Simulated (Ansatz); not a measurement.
System: GaP (model structure, started from the BeO type, P4₂/mnm, No. 136, 8 atoms in the cell). Method: PBEsol in Ansatz (PAW).

Numerical settings: plane-wave cutoff 520 eV, 6×6×10 k mesh (along the axes of the cell as run), Fermi–Dirac smearing 0.01 eV, scalar-relativistic PAW data made under PBE.

Cell (relaxed at this level):

```yaml
crystal:
  lattice:
    - [6.64453, 0.00000, 0.00000]
    - [0.00000, 6.64453, 0.00000]
    - [0.00000, 0.00000, 3.84757]
  atoms:
    - { symbol: Ga, position: [0.32390, 0.67610, 0.00000] }
    - { symbol: Ga, position: [0.67610, 0.32390, 0.00000] }
    - { symbol: Ga, position: [0.82390, 0.82390, 0.50000] }
    - { symbol: Ga, position: [0.17610, 0.17610, 0.50000] }
    - { symbol: P, position: [0.31750, 0.31750, 0.00000] }
    - { symbol: P, position: [0.68250, 0.68250, 0.00000] }
    - { symbol: P, position: [0.18250, 0.81750, 0.50000] }
    - { symbol: P, position: [0.81750, 0.18250, 0.50000] }
```

Question: Give the computed band gap and smallest direct gap on the k points sampled.

Answer: 
* **band gap**: 1.04 eV (indirect)
* **smallest direct gap on the k points sampled**: 1.29 eV

Note: the relaxation could raise the start's symmetry but not lower it, so the cell can be a saddle point.

Spin–orbit coupling is not included.

It cost around 60 core-seconds (rough) of CPU time.

A model structure was made by putting elements into a prototype or built by hand; it is no filed structure, need not be a known phase, and can be a saddle point held by its symmetry.

Ansatz is a program for electronic structure.
